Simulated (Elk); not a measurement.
**Input and output of a self-consistent single point for Zn (P6_3/mmc, 4 atoms in the cell) (Elk)**

Method of the run: PBE, all-electron FP-LAPW, Elk's shipped species files, APW+lo basis with extra local orbitals (Elk 10.2.4).

The input file:

```
tasks
  0

xctype
  20

tforce
  .true.

rgkmax
  7.5

gmaxvr
  18.0

lmaxapw
  10

lmaxo
  8

nxlo
  2

lorbcnd
  .true.

lradstp
  2

nrmtscf
  2.0

lmaxi
  4

stype
  0

swidth
  0.00999582

maxscl
  100

avec
    5.3505672103   -0.0000001022    0.0000000000
   -2.6752835166    4.6337271799    0.0000000000
    0.0000000000    0.0000000000   17.2154900330

sppath
  './'

atoms
  1
  'Zn.in'
  4
  0.0000000000  0.0000000000  0.0000000000    0.0 0.0 0.0
  0.0000000000  0.0000000000  0.5000000000    0.0 0.0 0.0
  0.3333333333  0.6666666667  0.2500000000    0.0 0.0 0.0
  0.6666666667  0.3333333333  0.7500000000    0.0 0.0 0.0

ngridk
  13 13 4
```

The program printed (abridged):

```
│ Elk code version 10.2.4 │

All units are atomic (Hartree, Bohr, etc.)

│ Ground-state run starting from atomic densities │

Lattice vectors :
   5.350567210     -0.1022000000E-06   0.000000000
  -2.675283517       4.633727180       0.000000000
   0.000000000       0.000000000       17.21549003

Unit cell volume      :    426.8248226
Brillouin zone volume :   0.5811522675

Muffin-tin inner radius fraction :   0.1000000000E-01

Nuclei treated as point charges

Species :    1 (Zn)
 parameters loaded from : Zn.in
 name : zinc
 nuclear charge    :   -30.00000000
 electronic charge :    30.00000000
 atomic mass :    119233.3129
 muffin-tin radius :    2.400000000
 number of radial points in muffin-tin :    999
 atomic positions (lattice), magnetic fields (Cartesian) :
   1 :   0.00000000  0.00000000  0.00000000    0.00000000  0.00000000  0.00000000
   2 :   0.00000000  0.00000000  0.50000000    0.00000000  0.00000000  0.00000000
   3 :   0.33333333 -0.33333333  0.25000000    0.00000000  0.00000000  0.00000000
   4 :  -0.33333333  0.33333333 -0.25000000    0.00000000  0.00000000  0.00000000

Total number of atoms per unit cell :    4

Spin treatment :
 spin-unpolarised

Number of Bravais lattice symmetries :   24
Number of crystal symmetries         :   24
Crystal has inversion symmetry
Real symmetric eigensolver will be used

k-point grid :     13    13     4
k-point offset :    0.000000000       0.000000000       0.000000000
k-point set is reduced with full crystal symmetry group
Total number of k-points :       63

Muffin-tin radius times maximum |G+k| :    7.500000000
 using average radius
Maximum |G+k| for APW functions       :    3.125000000
Maximum (1/2)|G+k|²                   :    4.882812500
Maximum |G| for potential and density :    18.00000000
 potential will be trimmed for |G| > 2 gkmax
Constant for pseudocharge density :   11
Radial integration step length :    2

G-vector grid sizes :     32    32   100
Number of G-vectors :    42099

Maximum angular momentum used for
 APW functions                      :   10
 outer part of muffin-tin           :    8
 inner part of muffin-tin           :    4

Total nuclear charge    :   -120.0000000
Total core charge       :    48.00000000
Total valence charge    :    72.00000000
Total excess charge     :    0.000000000
Total electronic charge :    120.0000000

Effective Wigner radius, rₛ :   0.9469490319

Number of empty states         :   16
Total number of valence states :   52
Total number of core states    :   48

Conduction state local-orbitals added automatically
Total number of local-orbitals :  456

Exchange-correlation functional :     20     0     0
 Perdew-Burke-Ernzerhof, Phys. Rev. Lett. 77, 3865 (1996)
 gradient requirement :    1
 generalised gradient approximation (GGA)

Smearing type :    0
 Gaussian
Smearing width :   0.9995820000E-02
Effective electronic temperature (K) :    3156.430308

Mixing type :    3
 Broyden mixing, J. Phys. A: Math. Gen. 17, L317 (1984)

Kohn-Sham potential initialised from atomic data
│ Self-consistent loop started │
│ Loop number : 1 │
 total energy                :     -7180.70908728
│ Loop number : 2 │
 total energy                :     -7181.15173597
RMS change in Kohn-Sham potential (target) :   0.1308791833     (  0.1000000000E-05)
Absolute change in total energy (target)   :   0.4426486903     (  0.1000000000E-03)
│ Loop number : 3 │
 total energy                :     -7181.11478586
RMS change in Kohn-Sham potential (target) :   0.1298061794     (  0.1000000000E-05)
Absolute change in total energy (target)   :   0.7371205907E-01 (  0.1000000000E-03)
│ Loop number : 4 │
 total energy                :     -7182.41788574
RMS change in Kohn-Sham potential (target) :   0.6333114035E-01 (  0.1000000000E-05)
Absolute change in total energy (target)   :    1.321527899     (  0.1000000000E-03)
│ Loop number : 5 │
 total energy                :     -7183.50343006
RMS change in Kohn-Sham potential (target) :   0.2289729716E-01 (  0.1000000000E-05)
Absolute change in total energy (target)   :    1.415926291     (  0.1000000000E-03)
   [... lines left out ...]
Absolute change in total energy (target)   :   0.7866007254E-03 (  0.1000000000E-03)
│ Loop number : 12 │
 total energy                :     -7184.52055185
RMS change in Kohn-Sham potential (target) :   0.5897614487E-05 (  0.1000000000E-05)
Absolute change in total energy (target)   :   0.1746860513E-02 (  0.1000000000E-03)
│ Loop number : 13 │
 total energy                :     -7184.51991246
RMS change in Kohn-Sham potential (target) :   0.4936401837E-06 (  0.1000000000E-05)
Absolute change in total energy (target)   :   0.1076099315E-02 (  0.1000000000E-03)
│ Loop number : 14 │
 total energy                :     -7184.51983777
RMS change in Kohn-Sham potential (target) :   0.1516987298E-06 (  0.1000000000E-05)
Absolute change in total energy (target)   :   0.3437159075E-03 (  0.1000000000E-03)
│ Loop number : 15 │
 total energy                :     -7184.51984477
RMS change in Kohn-Sham potential (target) :   0.4654822763E-07 (  0.1000000000E-05)
Absolute change in total energy (target)   :   0.7892792746E-04 (  0.1000000000E-03)
Convergence targets achieved

│ Loop number : 16 │

Energies :
 Fermi                       :     0.230634034805
 sum of eigenvalues          :     -4114.71326937
 electron kinetic            :      7315.93517424
 core electron kinetic       :      6462.57911565
 Coulomb                     :     -14213.7486486
 Coulomb potential           :     -11058.0083569
 nuclear-nuclear             :     -878.340480292
 electron-nuclear            :     -15612.8079797
 Hartree                     :      2277.39981136
 Madelung                    :     -8684.74447012
 xc potential                :     -372.640086683
 exchange                    :     -280.915277514
 correlation                 :     -5.79108999269
 total energy                :     -7184.51984185

Density of states at Fermi energy :    44.09222662
 (states/Hartree/unit cell)

Estimated indirect band gap :   0.9192388050E-03
 from k-point     54 to k-point      7
Estimated direct band gap   :   0.4516853695E-02
 at k-point      7

Charges :
 core                        :    48.00000000
 valence                     :    72.00000000
 interstitial                :    4.497255607
 muffin-tins (core leakage)
  species :    1 (Zn)
   atom    1                 :    28.87539707     (  0.8043580192E-04)
   atom    2                 :    28.87539707     (  0.8043580192E-04)
   atom    3                 :    28.87597512     (  0.8047485838E-04)
   atom    4                 :    28.87597512     (  0.8047485838E-04)
 total in muffin-tins        :    115.5027444
 total calculated charge     :    119.9991167
 total charge                :    120.0000000
 error                       :   0.8833366428E-03

│ Self-consistent loop stopped │

Forces :
 species :    1 (Zn)
  atom :    1
   Hellmann-Feynman          :     0.00000000    0.00000000    0.00000000
   IBS                       :    -0.00000000    0.00000000   -0.00000000
   total force               :    -0.00000000    0.00000000   -0.00000000
   total magnitude           :     0.00000000
  atom :    2
   Hellmann-Feynman          :    -0.00000000    0.00000000    0.00000000
   IBS                       :     0.00000000   -0.00000000   -0.00000000
   total force               :    -0.00000000    0.00000000   -0.00000000
   total magnitude           :     0.00000000
  atom :    3
   Hellmann-Feynman          :     0.00000000    0.00000000    0.00000000
   IBS                       :    -0.00000000   -0.00000000    0.00000000
   total force               :    -0.00000000   -0.00000000    0.00000000
   total magnitude           :     0.00000000
  atom :    4
   Hellmann-Feynman          :    -0.00000000    0.00000000    0.00000000
   IBS                       :     0.00000000    0.00000000   -0.00000000
   total force               :     0.00000000    0.00000000   -0.00000000
   total magnitude           :     0.00000000
```

The run converged in 16 iterations. The count includes the last loop, which Elk runs after its targets are met.

The starting cell was generated: these elements placed on a structure prototype, without a prior relaxation; it need not be a known phase or ordering of this composition. Its lattice was rescaled by a random factor within 2.5 % of one. Values depend on the basis (sphere radii, cutoffs, local orbitals), which need not be converged. The log's line on a gap gives a spacing of levels on this mesh, which the program prints for metals too.

Cost on one core of a shared machine: roughly 2 min.
